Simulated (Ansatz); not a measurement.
The starting structures come from a database of crystals and need not be the phases stable at ambient conditions.

 Where the default PAW files enter, the runs use the earlier of Ansatz's two default sets.

Input:

```
CELL_PARAMETERS angstrom
      4.73124     0.00000     0.00000
      0.00000     6.69099     0.00000
      2.36562     3.34550     2.36562
ATOMIC_POSITIONS crystal
  Li 0.50000 0.75000 0.00000
  Li 0.50000 0.25000 0.00000
  Li 0.00000 0.50000 0.00000
  Bi 0.00000 0.00000 0.00000
```

Space group of this cell: Fm-3m. The cell is taken as given.

Transport runs along the normal of the first two printed cell vectors, the (110) plane of the conventional cell.

The gap is the functional's own, uncorrected, and κ follows it; spin-orbit coupling is left out. Mid-gap values are interpolated between the computed energies.

**Question.** Predict the band gap and the smallest decay constant κ at mid-gap from r2SCAN (Ansatz, a program for electronic structure).

**Answer.** Gap 0.76 eV on a 12×12×12 mesh; κ = 0.082 1/Å, at the zone centre.
